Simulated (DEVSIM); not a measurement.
System: illuminated CdTe p-on-n cell, one wavelength, at 400 K.

```tsv
layer (left to right)	material	thickness (μm)	Nd (cm⁻³)	Na (cm⁻³)	τn (s)	τp (s)	absorption coefficient (cm⁻¹)
1	CdTe	0.0780	-	8.3e17	1.2e-9	2.6e-9	86000
2	CdTe	3.60	2.1e15	-	2.9e-8	8.7e-7	86000
```

Left contact: ohmic, minority electron recombination velocity 1e5 cm/s. Right contact: ohmic, minority hole recombination velocity 50000 cm/s. Voltage is applied to the left contact. Recombination: SRH at mid-gap, radiative, Auger. Light enters at the left, 1.1e18 photons cm⁻² s⁻¹, one pass, no reflection. Mobility is μmin + (μ − μmin)/(1 + (N/Nref)^α).

Constants are typed, rounded textbook-type inputs, not results; the design itself was drawn at random and stands for no fabricated device. Values at 300 K; Nc and Nv go as T^1.5, mobilities as T to minus their exponent, the gap by Varshni's rule with the affinity fixed.

```
parameter            CdTe
----------------  -------
gap (eV)              1.5
affinity (eV)        4.28
permittivity         10.2
Nc (cm⁻³)            8e17
Nv (cm⁻³)          1.8e19
μn (cm²/Vs)          1000
μp (cm²/Vs)            80
μn,min                100
μp,min                 10
Nref,n               1e17
Nref,p               1e17
αn                    0.6
αp                    0.6
T exponent of μn      1.7
T exponent of μp      1.5
B (cm³/s)           1e-10
Cn (cm⁶/s)          1e-30
Cp (cm⁶/s)          1e-30
Varshni α (eV/K)  0.00031
Varshni β (K)         108
```

Model (solved in DEVSIM): 1D drift-diffusion, Boltzmann statistics, complete ionisation; no tunnelling, impact ionisation, image-force lowering or self-heating.

Q: Tabulate band edges, carrier densities and field at -2.0 V on the left contact, in the dark.

A: Energies count from the Fermi level of the right contact; mesh points crowd at the junctions.

```tsv
x (μm)	Ec (eV)	Ev (eV)	n (cm⁻³)	p (cm⁻³)	field (V/cm)
0.000	3.350	1.879	< 1e2	8.3e17	≈ 0
0.01304	3.350	1.879	< 1e2	8.3e17	≈ 0
0.02862	3.350	1.879	< 1e2	8.3e17	≈ 0
0.04657	3.350	1.879	< 1e2	8.3e17	-180
0.06735	3.344	1.873	< 1e2	6.9e17	-12000
0.08004	3.291	1.820	< 1e2	1.5e17	-64000
0.09819	3.195	1.724	< 1e2	9.2e15	-48000
0.1385	3.008	1.538	< 1e2	4.1e13	-45000
0.1911	2.775	1.304	230	4.7e10	-43000
0.2766	2.418	0.948	1600	1600000	-40000
0.4150	1.898	0.427	4300	98000	-35000
0.7419	0.953	-0.518	1200000	48000	-23000
1.169	0.317	-1.153	1.2e14	< 1e2	-7000
1.863	0.220	-1.251	2.1e15	930	-14
2.705	0.220	-1.251	2.1e15	2500	≈ 0
3.087	0.220	-1.251	2.1e15	3100	≈ 0
3.338	0.220	-1.251	2.1e15	3600	≈ 0
3.478	0.220	-1.251	2.1e15	3800	≈ 0
3.584	0.220	-1.251	2.1e15	4000	≈ 0
3.630	0.220	-1.251	2.1e15	4100	≈ 0
3.657	0.220	-1.251	2.1e15	4200	≈ 0
3.678	0.220	-1.251	2.1e15	4200	≈ 0
```
